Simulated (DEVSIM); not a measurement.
Device: Schottky contact on n-type Si, at 300 K.

```csv
layer (left to right),material,thickness (μm),Nd (cm⁻³),τn (s),τp (s)
1,Si,5.90,5e15,1.5e-7,1.5e-7
```

Left contact: Schottky, work function 4.81 eV, emission velocity 2e6 cm/s. Right contact: ohmic. Voltage is applied to the left contact. Recombination: SRH at mid-gap. Mobility is constant in doping.

The device is made up for the run: typed textbook-type constants, with dimensions and the other settings drawn at random. Values at 300 K; Nc and Nv go as T^1.5, mobilities as T to minus their exponent, the gap by Varshni's rule with the affinity fixed.

```
parameter               Si
----------------  --------
gap (eV)             1.124
affinity (eV)         4.05
permittivity          11.7
Nc (cm⁻³)          2.86e19
Nv (cm⁻³)           3.1e19
μn (cm²/Vs)           1417
μp (cm²/Vs)            470
T exponent of μn       2.3
T exponent of μp       2.2
Varshni α (eV/K)  0.000473
Varshni β (K)          636
```

Model (solved in DEVSIM): 1D drift-diffusion, Boltzmann statistics, complete ionisation; no tunnelling, impact ionisation, image-force lowering or self-heating. Metal contacts follow the ideal Schottky-Mott rule: no Fermi-level pinning, no interface dipoles.

The temperature was swept, all else fixed.

```
temperature (K)  potential step across the device at zero bias (V)  dark forward voltage at 100 A/cm² (V)  largest field in the device at zero bias (V/cm)  dark forward voltage at 1 A/cm² (V)
---------------  -------------------------------------------------  -------------------------------------  -----------------------------------------------  -----------------------------------
250                                                          0.580                                  0.558                                            29000                                0.423
300                                                          0.536                                  0.523                                            28000                                0.349
350                                                          0.492                                  0.490                                            27000                                0.274
400                                                          0.447                                  0.456                                            26000                                0.199
450                                                          0.401                                  0.412                                            27000                                0.124
500                                                          0.354                                  0.349                                            35000                                0.057
```

From the first row to the last the potential step across the device at zero bias goes from 0.580 to 0.354. From the first row to the last the dark forward voltage at 100 A/cm² goes from 0.558 to 0.349.
